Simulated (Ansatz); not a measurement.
Abridged Ansatz (an electronic-structure program) output:

```
Pseudopotential: Be, paw, valence charge 2
Crystal: 1 atoms, lattice volume = 7.741 Å³
Basis set: ecut = 420 eV, 141 PW (Γ), exchange–correlation on 30×30×30 points (8 copies of the dense FFT grid, shifted against one another)
Bands: 5, of which v1, the nominal top of the filled ones, is band 1 counted from 1 (0 counted from 0)
Symmetry: 48 space group operations
k-points: 511 of 17576
Functional: x = pbesol(κ = 0.804, μ = 0.12345679012345678), c = pbesol(β = 0.046)
SCF iter   1: F=—  HF=-90.260130 eV  |F-HF|=—  |Δ(HF+E_count)|=         —  Δρ=5.66e-3  dr2=5.64e-4  ethr=2.81e-5  ⟨swp⟩=1.0  Hψ=29786  notcnv=0
SCF iter   2: F=—  HF=-90.254786 eV  |F-HF|=—  |Δ(HF+E_count)|=   5.34e-3  Δρ=2.87e-3  dr2=1.57e-4  ethr=2.81e-5  ⟨swp⟩=1.0  Hψ=2555  notcnv=0
SCF 1 converged in 5 iterations: F = -90.253982 eV  dr2 = 1.41e-11
SCF converged after 5 iterations
Free energy (F): -90.253982 eV
Internal energy: -90.253393 eV  (E = F + TS)
E sigma→0 (E₀):  -90.253688 eV
Entropy (-TS):   -0.000589 eV (-0.589 meV/atom)
Fermi energy:    9.155584 eV
--- Forces (eV/Å), atoms counted from 1 ---
  atom   1  Be     0.00000000    -0.00000000    -0.00000000
--- Stress (GPa, compression-positive) ---
        0.001062      -0.000000      -0.000000
        0.000000       0.001062      -0.000000
        0.000000       0.000000       0.001062
  P = ⅓ Tr σ = 0.0011 GPa (0.011 kbar)
```

What was computed, and what are the main results?

Be, 1 atom in the cell, with PBEsol (Ansatz; PAW; 420 eV plane waves; no SOC), earlier PAW set. The last SCF converged to F = -90.253982 eV, or -90.2540 eV per atom, at a pressure of 0.00 GPa. The total energy compares only with runs of the same code, potentials and settings.

Whether these cells are dynamically stable was not tested. The cell was made from V by this change: V → Be; the result is a model cell, its experimental status unchecked. This is not the structure that Be has at room temperature and ambient pressure.
